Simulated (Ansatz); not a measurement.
Worked example: zone-centre phonon calculation of YZnCuP₂ (P3m1, 5 atoms in the cell) in Ansatz (a program for electronic structure).

Method: LDA (PW92), default PAW files made with PBE (plane waves; Ansatz).

```
CELL_PARAMETERS angstrom
      3.97527     0.00000     0.00000
     -1.98763     3.44268     0.00000
      0.00000     0.00000     6.56420
ATOMIC_POSITIONS crystal
  Y  0.33333 0.66667 0.98454
  Zn 0.00000 0.00000 0.37651
  Cu 0.66667 0.33333 0.63951
  P  0.66667 0.33333 0.25670
  P  0.00000 0.00000 0.74274
```

Reference input (self-consistent single point, DFT, LDA (PW92), plane waves, default PAW files made with PBE): basis.ecutwfc = 420 eV; kpoints.mp_grid.grid = 7 7 4; hamiltonian.xc = lda; hamiltonian.pseudopotentials = {kind: paw} (the program's default PAW files); scf.occupations.method = gaussian; scf.occupations.width = 0.1 eV. This run's input differs from it in these lines:

Ansatz 0.2 input:
```diff
@@ -12,3 +12,3 @@
 basis:
-  ecutwfc: 420.0
+  ecutwfc: 250.0
 kpoints:
@@ -24,6 +24,4 @@
     width: 0.1
-output:
-  forces: true
-  eigenvalues: true
-  stress: true
+phonons:
+  method: dfpt
```

Log, with long lists cut:

```
SCF iter   1: F=—  HF=-14999.955963 eV  |F-HF|=—  |Δ(HF+E_count)|=         —  Δρ=2.77e-2  dr2=2.87e-1  ethr=1.77e-3  ⟨swp⟩=6.2  Hψ=8046  notcnv=0
all-band conjugate gradients solve this SCF's bands
preconditioner: auto → Resta (q_TF=auto, 2.491 Å⁻¹)
SCF iter   2: F=—  HF=-14999.732787 eV  |F-HF|=—  |Δ(HF+E_count)|=   2.23e-1  Δρ=5.67e-2  dr2=2.09e0  ethr=5.52e-4  ⟨swp⟩=2.9  Hψ=4412  notcnv=0  defer=79
   [... lines left out ...]
SCF iter  11: F=—  HF=-14999.411496 eV  |F-HF|=—  |Δ(HF+E_count)|=  3.51e-10  Δρ=9.48e-7  dr2=5.49e-10  ethr=1.12e-11  ⟨swp⟩=2.0  Hψ=2921  notcnv=0  defer=81
SCF iter  12: F=—  HF=-14999.411496 eV  |F-HF|=—  |Δ(HF+E_count)|=  3.09e-11  Δρ=3.55e-7  dr2=7.17e-11  ethr=1.06e-12  ⟨swp⟩=2.9  Hψ=3016  notcnv=0  defer=81
SCF iter  13: F=—  HF=-14999.411496 eV  |F-HF|=—  |Δ(HF+E_count)|=  1.64e-11  Δρ=1.55e-7  dr2=1.55e-11  ethr=1.00e-12  ⟨swp⟩=11.2  Hψ=10050  notcnv=0
SCF iter  14: F=-14999.411496 eV  HF=-14999.411496 eV  |F-HF|=1.82e-12  |Δ(HF+E_count)|=  1.82e-12  Δρ=3.59e-8  dr2=8.82e-13  ethr=1.00e-12  ⟨swp⟩=5.0  Hψ=6884  notcnv=0
SCF 1 converged in 14 iterations: F = -14999.411496 eV  dr2 = 8.82e-13
DFPT response loops at Γ: preconditioner auto → Kerker (q_TF=auto, 2.491 Å⁻¹) (partly filled bands, converged f_vac=0.011) …
Free energy (F): -14999.411496 eV
Internal energy: -14999.409962 eV  (E = F + TS)
E sigma→0 (E₀):  -14999.410729 eV
Entropy (-TS):   -0.001534 eV (-0.307 meV/atom)
Fermi energy:    10.753649 eV
--- Phonons (Γ-DFPT): 10 representative perturbations + reference, on 60 of 196 k-points (Σ response iterations 47) ---
  k mesh reduced under 2 symmetry operations, with k and −k counted as one. Each operation leaves every solved perturbation unchanged …
  ASR residual: 5.493e-5 → 0.000e0 eV/Å²; symmetrization residual: 2.454e-5 eV/Å²
  ASR residual per site (eV/Å²): 8.88e-6 3.99e-6 5.49e-5 2.12e-5 2.59e-5
  Γ frequencies (cm⁻¹): 0.00 0.00 0.00 89.10 89.10 110.48 110.48 112.36 184.72 207.82 240.33 240.33 266.83 266.83 313.81
  non-analytic LO–TO correction: not included (Born effective charges unavailable; polar crystals: no LO–TO splitting at Γ)
```

The run converged in 14 iterations. 

Summary of the result:
```
Item                                                                                                                  Value
--------------------------------------------------------  -----------------------------------------------------------------
Free energy E − TS (on the zero of these files)                                                              -14999.4115 eV
Zone-centre frequencies (cm⁻¹; negative means imaginary)  0, 0, 0, 89, 89, 110, 110, 112, 185, 208, 240, 240, 267, 267, 314
```

The starting cell comes from a database of computed structures (which also holds hypothetical and non-ambient phases and stackings), without a prior relaxation at this level. Its lattice was rescaled by up to half a per cent. Spin polarisation is off. The cutoff lies below the one recommended for these files.

Cost on one core of a shared machine: roughly 2 min.
